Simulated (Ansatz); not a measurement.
The parent structure is Ir in the fcc (Cu type) structure (space group Fm-3m, No. 225).

```yaml
crystal:
  lattice:
    - [0.00000, 1.93542, 1.93542]
    - [1.93542, 0.00000, 1.93542]
    - [1.93542, 1.93542, 0.00000]
  atoms:
    - { symbol: Ir, position: [0.00000, 0.00000, 0.00000] }
```

The values are results of Kohn–Sham DFT with the PBE functional, run in Ansatz (an electronic-structure program) with PAW and 420 eV plane waves, no spin-orbit coupling, not measurements.

One change was made to it. Results:

| quantity | base | after |
|---|---|---|
| density | 22.01 g/cm³ | 22.14 g/cm³ |
| shortest interatomic distance | 273.7 pm | 273.2 pm |

Q: Which change produced these results?
A. pressure 4.5 GPa
B. pressure 22.5 GPa
C. pressure 15 GPa
D. pressure 2.1 GPa
E. pressure −2 GPa

A: D, pressure 2.1 GPa. For comparison, the density in the other runs: pressure 22.5 GPa gives 23.28 g/cm³; pressure 4.5 GPa gives 22.29 g/cm³; pressure −2 GPa gives 21.88 g/cm³; pressure 15 GPa gives 22.89 g/cm³.

Load acts through the strain it causes; cell and atoms are relaxed under it. Whether these cells are dynamically stable was not tested. Competing high-pressure phases were not computed. The final runs are not spin-polarised.
